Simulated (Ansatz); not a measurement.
The reference is LuAl$_{3}$ in the Cu3Au type structure (space group Pm-3m, No. 221; a = 4.145 Å; a cell from a computed database, its experimental status unchecked).

Levels (all Ansatz, a first-principles code, PAW): PBEsol (420 eV, spin-orbit coupling left out); PBEsol+SOC (420 eV, with spin-orbit coupling).

The geometry is relaxed with PBEsol.

| Quantity | Value |
|---|---|
| PBEsol pressure | 0.0 GPa |

With PBEsol+SOC at the same geometry, the pressure goes from zero to -0.2 GPa.

Single points use the geometry relaxed with PBEsol. Differences between runs with and without spin-orbit coupling are approximate. No phonon test of stability was made.
